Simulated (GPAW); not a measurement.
Band structure of ZnCu₃ (P-6m2, 4 atoms in the cell).

```
CELL_PARAMETERS angstrom
      2.56146     0.00000     0.00000
     -1.28073     2.21829     0.00000
      0.00000     0.00000     8.39759
ATOMIC_POSITIONS crystal
  Zn 0.66667 0.33333 0.00000
  Cu 0.66667 0.33333 0.50000
  Cu 0.33333 0.66667 0.25407
  Cu 0.33333 0.66667 0.74593
```

Method: LDA (Perdew-Wang 92), GPAW PAW datasets LDA (gpaw-data 1.0.1) (plane waves; GPAW).

Settings: mode = pw; ecut = 850 eV; xc = LDA; kpts = 12 12 3; mesh shift (steps) = 0 0 0; occupations.name = methfessel-paxton; occupations.width = 0.1 eV; occupations.order = 0; nbands = -8; convergence.forces = 0.001 eV/Å; symmetry.symmorphic = false; symmetry.tolerance = 0.0005; maxiter = 150; bandpath_npoints = 40.

The starting cell comes from a database of computed structures (which also holds hypothetical and non-ambient phases and stackings), without a prior relaxation at this level. Spin polarisation is off.

Levels in eV from the Fermi level, bands 20 to 26:
```
point     20     21     22     23     24    25     26
-----  -----  -----  -----  -----  -----  ----  -----
Γ      -2.22  -2.22  -1.90  -1.90  -1.68  2.49  11.37
M      -1.59  -0.92  -0.82  -0.01   0.89  3.32   3.97
K      -1.85   1.45   1.70   2.10   3.51  3.60   4.50
A      -2.50  -2.21  -2.21  -1.89  -1.89  5.21   6.32
L      -1.59  -1.45  -0.41  -0.26   1.15  3.93   4.55
H      -1.84   1.45   1.95   2.14   3.21  3.44   3.50
```

Bands cross the Fermi level along this path, so the cell is metallic at this level.
